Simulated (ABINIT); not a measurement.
Worked example: self-consistent single point of PtAl2 (Fm-3m, 3 atoms in the cell) in ABINIT.

Method of the run: PBE, PAW (JTH v2.0 PBE PAW) (plane waves; ABINIT 10.0.3).

The change in words: lattice scaled by 0.98. Reference geometry:
```
PtAl2
1.0
    0.00000     2.94407     2.94407
    2.94407     0.00000     2.94407
    2.94407     2.94407     0.00000
Al Pt
2 1
Direct
  0.25000   0.25000   0.25000
  0.75000   0.75000   0.75000
  0.00000   0.00000   0.00000
```

Reference input (self-consistent single point, DFT, PBE, plane waves, PAW (JTH v2.0 PBE PAW)): pseudos = [Al.GGA_PBE-JTH.xml, Pt.GGA_PBE-JTH.xml]; ecut = 571 eV; pawecutdg = 1143 eV; pawxcdev = 0; occopt = 3; tsmear = 0.00499791 Ha; ngkpt = 8 8 8; nshiftk = 1; shiftk = 0 0 0; potentials = JTH v2.0 PBE PAW; nband = 13; kptopt = 1. This run's input differs from it in these lines:

```diff
@@ -5,5 +5,5 @@
 rprim
-         0.0000000000    5.5634784328    5.5634784328
-         5.5634784328   -0.0000000000    5.5634784328
-         5.5634784328    5.5634784328   -0.0000000000
+         0.0000000000    5.4522094689    5.4522094689
+         5.4522094689    0.0000000000    5.4522094689
+         5.4522094689    5.4522094689    0.0000000000
 natom 3
@@ -13,4 +13,4 @@
 xcart
-         1.4720330000    1.4720330000    1.4720330000
-         4.4160990000    4.4160990000    4.4160990000
+         1.4425925000    1.4425925000    1.4425925000
+         4.3277775000    4.3277775000    4.3277775000
          0.0000000000    0.0000000000    0.0000000000
```

Output (repeated stretches shortened):

```
--- !BeginCycle
solver: {iscf: 17, nstep: 60, nline: 4, wfoptalg: 10, }
tolerances: {tolvrs: 1.00E-11, }
...

     iter   Etot(hartree)      deltaE(h)  residm     nres2
 ETOT  1  -31.245327741541    -3.125E+01 7.750E-02 1.976E+01
 ETOT  2  -31.391681901037    -1.464E-01 2.360E-02 1.426E+01
 ETOT  3  -31.314912079658     7.677E-02 4.889E-03 5.076E-01
 ETOT  4  -31.325038687356    -1.013E-02 2.319E-03 5.488E-01
 ETOT  5  -31.325403216454    -3.645E-04 2.005E-03 4.101E-01
   [... 13 lines left out ...]
 ETOT 19  -31.324632406653    -7.496E-13 8.061E-05 7.896E-10
 ETOT 20  -31.324632406657    -4.537E-12 2.484E-05 1.414E-09
 ETOT 21  -31.324632406656     1.918E-12 5.931E-05 2.702E-10
 ETOT 22  -31.324632406656    -2.132E-14 1.732E-05 1.015E-12
 At SCF step   22       nres2   =  1.01E-12 < tolvrs=  1.00E-11 =>converged.

 Cartesian components of stress tensor (hartree/bohr^3)
  sigma(1 1)= -4.82463229E-04  sigma(3 2)=  0.00000000E+00
  sigma(2 2)= -4.82463229E-04  sigma(3 1)=  0.00000000E+00
  sigma(3 3)= -4.82463229E-04  sigma(2 1)=  0.00000000E+00

 ----iterations are completed or convergence reached----

 reduced coordinates (array xred) for    3 atoms
       0.250000000000      0.250000000000      0.250000000000
       0.750000000000      0.750000000000      0.750000000000
       0.000000000000      0.000000000000      0.000000000000
 cartesian forces (eV/Angstrom) at end:
    1     -0.00000000000000    -0.00000000000000    -0.00000000000000
    2     -0.00000000000000    -0.00000000000000    -0.00000000000000
   [... lines left out ...]
 Fermi (or HOMO) energy (hartree) =   0.32078   Average Vxc (hartree)=  -0.38429
 Fermi (or HOMO) energy (eV) =   8.72880   Average Vxc (eV)= -10.45699
   [... lines left out ...]
'-kT*entropy'       : -2.78216863994652E-03
total_energy        : -3.13246317209205E+01
total_energy_eV     : -8.52386578031099E+02
...

-Cartesian components of stress tensor (GPa)         [Pressure=  1.4195E+01 GPa]
- sigma(1 1)= -1.41945559E+01  sigma(3 2)=  0.00000000E+00
- sigma(2 2)= -1.41945559E+01  sigma(3 1)=  0.00000000E+00
- sigma(3 3)= -1.41945559E+01  sigma(2 1)=  0.00000000E+00

 Calculation completed.
```

The run converged in 22 iterations. Against the reference run the free energy rises by 55.5 meV/atom and the pressure goes from 4.00 to 14.19 GPa.

The starting cell has typed, rounded lattice constants, without a prior relaxation at this level. Its lattice was rescaled by a random factor within 2.5 % of one. For this run, on top of that: lattice scaled by 0.98. Spin polarisation is off. With a pressure of about 14 GPa the cell is away from its equilibrium volume at this level.

Cost on one core of a shared machine: roughly 30 s.
